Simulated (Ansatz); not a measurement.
Start from GaSb in the zinc blende structure (space group F-43m, No. 216; a = 6.213 Å). Axes: x, y, z lie along the cube axes.

Level of theory: plane-wave PAW DFT at the PBE level (Ansatz, a first-principles code, 420 eV), scalar-relativistic without spin-orbit coupling.

Modification: the cell is scaled by 0.9850 in all directions; the atoms relax in the strained cell.

### Question
Predict the stress tensor and what it implies for the stiffness.

### Answer
Stress of the strained cell less that of the base (GPa, compression positive):
```
    2.3     0.0     0.0
    0.0     2.3     0.0
    0.0     0.0     2.3
```

Then B = −ΔP/(ΔV/V₀) with ΔV/V₀ = -0.0443 gives secant stiffness values (nonlinear terms included at this strain): B ≈ 51 GPa.

As a check, the harmonic strain energy −½ V₀ Δσ:ε is 9.5 meV/atom; the computed energy rise is 9.1 meV/atom.

No phonon test of stability was made. The final runs are not spin-polarised.
